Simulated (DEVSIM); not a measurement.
**Schottky contact on n-type Si**

System: Schottky contact on n-type Si, at 300 K.

```csv
layer (left to right),material,thickness (μm),Nd (cm⁻³),τn (s),τp (s)
1,Si,3.30,3e15,0.00047,0.00047
```

Left contact: Schottky, work function 4.75 eV, emission velocity 7.2e6 cm/s. Right contact: ohmic. Voltage is applied to the left contact. Recombination: SRH at mid-gap, radiative, Auger. Gap narrowing is on: ΔEg = 6.92 meV × (l + √(l² + 0.5)), l = ln(N/1.3e17 cm⁻³), shared equally by both band edges. Mobility is constant in doping.

The device is made up for the run: typed textbook-type constants, with dimensions and the other settings drawn at random. Values at 300 K.

```tsv
parameter	Si
gap (eV)	1.124
affinity (eV)	4.05
permittivity	11.7
Nc (cm⁻³)	2.86e19
Nv (cm⁻³)	3.1e19
μn (cm²/Vs)	1417
μp (cm²/Vs)	470
B (cm³/s)	4.7e-15
Cn (cm⁶/s)	2.8e-31
Cp (cm⁶/s)	9.9e-32
```

Simulated with DEVSIM: 1D drift-diffusion, Boltzmann statistics, complete ionisation; no tunnelling, impact ionisation, image-force lowering or self-heating. Metal contacts follow the ideal Schottky-Mott rule: no Fermi-level pinning, no interface dipoles.

| Quantity | Result |
|---|---|
| Potential step across the device at zero bias | 0.463 V |
| Largest field in the device at zero bias | 20000 V/cm |
| Dark forward voltage at 1 A/cm² | 0.262 V |
| Dark forward voltage at 100 A/cm² | 0.437 V |

Dark forward current:

```json
[
 {"V (V)": "0.05", "J (A/cm²)": "0.00027"},
 {"V (V)": "0.15", "J (A/cm²)": "0.014"},
 {"V (V)": "0.25", "J (A/cm²)": "0.64"},
 {"V (V)": "0.35", "J (A/cm²)": "19"},
 {"V (V)": "0.50", "J (A/cm²)": "200"},
 {"V (V)": "0.60", "J (A/cm²)": "370"},
 {"V (V)": "0.70", "J (A/cm²)": "550"},
 {"V (V)": "0.80", "J (A/cm²)": "740"},
 {"V (V)": "0.90", "J (A/cm²)": "940"},
 {"V (V)": "1.00", "J (A/cm²)": "1100"},
 {"V (V)": "1.15", "J (A/cm²)": "1400"},
 {"V (V)": "1.25", "J (A/cm²)": "1600"},
 {"V (V)": "1.35", "J (A/cm²)": "1800"},
 {"V (V)": "1.45", "J (A/cm²)": "2000"}
]
```

Dark reverse current:

| V (V) | J (A/cm²) |
|---|---|
| -0.04 | -3.7e-5 |
| -0.10 | -4.6e-5 |
| -0.20 | -4.8e-5 |
| -0.30 | -4.8e-5 |
| -0.40 | -4.9e-5 |
| -0.60 | -5.0e-5 |
| -0.80 | -5.0e-5 |
| -1.00 | -5.1e-5 |
| -1.30 | -5.1e-5 |
| -1.60 | -5.2e-5 |
| -2.00 | -5.2e-5 |
